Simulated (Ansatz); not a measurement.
A constructed model of the (111) surface of fcc Ir, a layer of Co in place of the second plane (bottom of the slab: a bare face, its two planes held)

Computed with PBE (plane waves to 420 eV, PAW; Ansatz, a program for electronic structure).

Model: 6-atom slab, 11.0 Å thick at the start with caps and adatoms (thin: gaps and levels are the slab's own), 16x16x1 mesh, Fermi-Dirac 0.1 eV, dipole correction, 2 atoms held, the rest relaxed; start symmetry kept, larger cells not searched; spin-polarised, ending with about 2.2 μB a cell; orders that need a larger cell were not tried, no spin-orbit, no U. In PBE it is, or lies within 0.01 eV a 1x1 cell of, the lowest of the 2 structures of its composition computed so far; subsurface sites and larger cells were not tried.

| Quantity | Result |
|---|---|
| work function of the top face | 5.38 eV |
| energy released by relaxation | 0.088 eV |
| magnetic moment of the cell | 2.22 μB |
| cost | about 6 core-minutes (a rough figure) |
